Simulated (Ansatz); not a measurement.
**The (110) surface of zinc-blende CdSe in its 1x1 cell (cut with top plane Cd + Se, bottom plane Cd + Se), outermost plane spacing 2.19 Å in the ideal cut**

Computed with r2SCAN, at the PBE geometry (plane waves to 500 eV, PAW; Ansatz, a first-principles code).

Model: 12-atom slab, Cd6Se6, 11.0 Å thick at the start, 6x4x1 mesh, Fermi-Dirac 0.025 eV, dipole correction, single point; on the structure that PBE left under its start's symmetry; no spin, no spin-orbit, no U.

The surface energy (mean of both faces) is 0.36 J/m² and the gap of the slab on its k-mesh is 1.51 eV. The highest filled level below the top vacuum level is 6.01 eV. The cost is very roughly 4 core-minutes.
